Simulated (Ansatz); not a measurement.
Take BeSe in the zinc blende structure (space group F-43m, No. 216; a = 5.082 Å) as the base. Axes: x, y, z lie along the cube axes.

Method: LDA/PAW in Ansatz (a first-principles code), scalar-relativistic without spin-orbit coupling.

For the base:

| Property | Result |
|---|---|
| Band gap | 2.40 eV |

Now apply this change: biaxial strain −2.00 %, plane normal [001], relaxed out of plane (Cartesian); in-plane vectors clamped, the third vector and the atoms free.

How does this affect the band gap?

The band gap decreases by 0.21 eV, from 2.40 eV to 2.19 eV.

Whether these cells are dynamically stable was not tested.
